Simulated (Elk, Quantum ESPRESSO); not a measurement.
An Elk input for a self-consistent single point of LuFeC2 (Amm2, 4 atoms in the cell) (DFT, LDA (PW92), all-electron FP-LAPW, Elk's shipped species files, default APW+lo basis):

```
tasks
  0

xctype
  3

spinpol
  .true.

reducebf
  0.7

rgkmax
  7.0

nempty
  8

stype
  3

swidth
  0.00499791

avec
    6.3957383845    0.0000000000    0.0000000000
    0.0000000000    4.1645595362    5.4750222427
    0.0000000000   -4.1645595362    5.4750222427

atoms
  3   : nspecies
  'Lu.in'   : spfname
  1   : natoms; atposl, bfcmt below
  0.0000000000  0.9922500000  0.9922500000    0.0 0.0 0.0
  'Fe.in'   : spfname
  1   : natoms; atposl, bfcmt below
  0.5000000000  0.3912900000  0.3912900000    0.0 0.0 -1.0
  'C.in'   : spfname
  2   : natoms; atposl, bfcmt below
  0.5000000000  0.8572800000  0.5441800000    0.0 0.0 0.0
  0.5000000000  0.5441800000  0.8572800000    0.0 0.0 0.0

ngridk
  7 6 6
```

Translate this input to Quantum ESPRESSO.

This is the input that was run; spellings and numerical settings could be chosen otherwise.

```fortran
&CONTROL
   calculation = 'scf',
   prefix = 'scf',
   outdir = './work',
   pseudo_dir = './',
   tprnfor = .true.,
   tstress = .true.,
/
&SYSTEM
   ibrav = 0,
   nat = 4,
   ntyp = 3,
   ecutwfc = 55,
   ecutrho = 495,
   occupations = 'smearing',
   smearing = 'fermi-dirac',
   degauss = 0.0099958,
   nspin = 2,
   starting_magnetization(2) = 0.500,
/
&ELECTRONS
   conv_thr = 1.0d-10,
   mixing_beta = 0.4,
/
ATOMIC_SPECIES
Lu   174.9668  Lu.pz-spdn-rrkjus_psl.1.0.0.UPF
Fe    55.8450  Fe.pz-n-rrkjus_psl.1.0.0.UPF
C     12.0110  C.pz-n-rrkjus_psl.1.0.0.UPF
ATOMIC_POSITIONS {crystal}
Lu    0.0000000000    0.9922500000    0.9922500000
Fe    0.5000000000    0.3912900000    0.3912900000
C     0.5000000000    0.8572800000    0.5441800000
C     0.5000000000    0.5441800000    0.8572800000
K_POINTS {automatic}
7 6 6  0 0 0
CELL_PARAMETERS {bohr}
   6.3957383846     0.0000000000     0.0000000000
   0.0000000000     4.1645595362     5.4750222426
   0.0000000000    -4.1645595362     5.4750222426
```

Basis, cutoffs, solver keys and any potentials are the target program's own. This input uses DFT, LDA (PZ), plane waves, PSlibrary ultrasoft (LDA) pseudopotentials. LDA parametrisations can differ slightly between programs.

The starting cell comes from a database of computed structures (which also holds hypothetical and non-ambient phases and stackings), without a prior relaxation at this level. For this run, on top of that: lattice scaled by 0.98.
